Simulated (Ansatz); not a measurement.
## Pd: x(Pt) = 0.75, 4 atoms, P4/mmm

Start from Pd in the fcc (Cu type) structure (space group Fm-3m, No. 225; a = 3.908 Å).

The other end (x = 1) is Pt in the fcc (Cu type) structure (space group Fm-3m, No. 225): 15.29 Å³/atom, gap zero.

Perturbation: a fraction x = 0.75 of the Pd sites is given to Pt, ordered in a cell of 4 atoms (starting symmetry P4/mmm) and fully relaxed.

The values are results of Kohn–Sham DFT with the r2SCAN functional, run in Ansatz (a quantum-chemistry and plane-wave program) with PAW and 500 eV plane waves, no SOC, not measurements. Settings: 17×17×6 k-points, 0.05 eV Fermi–Dirac smearing, for the changed cell.

The volume per atom increases by 0.247 Å³ (14.93 Å³ → 15.17 Å³) and the density rises by 7.09 g/cm³ to 18.93 g/cm³. The shortest interatomic distance goes up by 0.010 Å, from 2.764 Å to 2.774 Å and the band gap stays zero. The mixing energy comes out as -0.02 eV/atom (to 0.01 eV only: unlike meshes or grids).

These are small ordered cells, not random alloys; other orderings at the same x differ. Whether these cells are dynamically stable was not tested. The final runs are not spin-polarised. Pt lies near a magnetic instability that expansion can trigger; it was not tested. PdPt3 and Pd have a high density of states at the Fermi level and may be magnetic at this level.
